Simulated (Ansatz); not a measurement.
Here is the system:

```
CELL_PARAMETERS angstrom
      0.00000     2.85370     2.59999
      2.85370     0.00000     2.59999
      2.85370     2.85370     0.00000
ATOMIC_POSITIONS crystal
  Si 0.00000 0.00000 0.00000
  Si 0.25000 0.25000 0.25000
```

Computed with r2SCAN with spin-orbit coupling, rigid bands (plane waves, PAW; Ansatz, a program for electronic structure). Condition of this run: biaxial stress in (001) of -7.2 GPa (compression positive) (the target of the relaxation). Cell: cell and atoms relaxed with PBEsol, then loaded as said.

Is this a good metal at this level?

No. No gap is resolved, and few carriers conduct, as in a semimetal or a zero-gap semiconductor. N(E_F) = 0.029 states/eV a cell at 300 K and the Drude plasma energy along the best axis is 0.44 eV, several times under that of a simple or noble metal.
